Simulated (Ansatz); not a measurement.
Start from WC (space group P-6m2, No. 187; a = 2.884 Å, c = 2.812 Å; relaxed with 0.1 eV smearing). Axes: x lies along a and z along c of the hexagonal cell.

Level of theory: Ansatz (a program for electronic structure), LDA, PAW, cutoff 420 eV, scalar-relativistic without spin-orbit coupling.

Perturbation: tensor shear ε_xz = +1.71 % (engineering shear γ = 0.0342); the atoms relax in the strained cell.

**Question.** Predict the stress tensor and what it implies for the stiffness.

**Answer.** Stress of the strained cell less that of the base (GPa, compression positive):
```
    0.6     0.0   -11.2
    0.0     0.4     0.0
  -11.2     0.0     0.6
```

Then −Δσ/γ with γ = 2ε = 0.0342 gives secant stiffness values (nonlinear terms included at this strain): C55 ≈ 328 GPa.

As a check, the harmonic strain energy −½ V₀ Δσ:ε is 12 meV/atom; the computed energy rise is 12 meV/atom.

Stability against distortions was not tested. The final runs are not spin-polarised.
